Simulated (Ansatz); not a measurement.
The starting structures come from a database of crystals and need not be the phases stable at ambient conditions.

Where the default PAW files enter, the runs use the earlier of Ansatz's two default sets.

Inside the gap of an insulator the Bloch states are evanescent, with a wavenumber k + iκ along the transport direction.

```yaml
crystal:
  lattice:
    - [3.68318, 0.00000, 0.00000]
    - [0.00000, 3.68318, 0.00000]
    - [1.84159, -1.84159, 2.68253]
  atoms:
    - { symbol: Mg, position: [0.00000, 0.00000, 0.00000] }
    - { symbol: S, position: [0.50000, 0.50000, 0.00000] }
```

Space group of this cell: I4/mmm. The cell is strained (lengths along the current scaled by 1.03, ions clamped); by r2SCAN its mean pressure is -2.2 GPa.

Transport runs along the normal of the first two printed cell vectors, the (001) (indices of the unstrained crystal) plane of the conventional cell.

The gap is the functional's own, uncorrected, and κ follows it; spin-orbit coupling is left out. Mid-gap means the computed energy nearest the middle.

**Question.** State the band gap and the smallest decay constant κ at mid-gap according to Ansatz (an electronic-structure program) with r2SCAN.

**Answer.** Gap 3.28 eV on a 12×12×12 mesh; κ = 0.254 1/Å, at the zone centre.
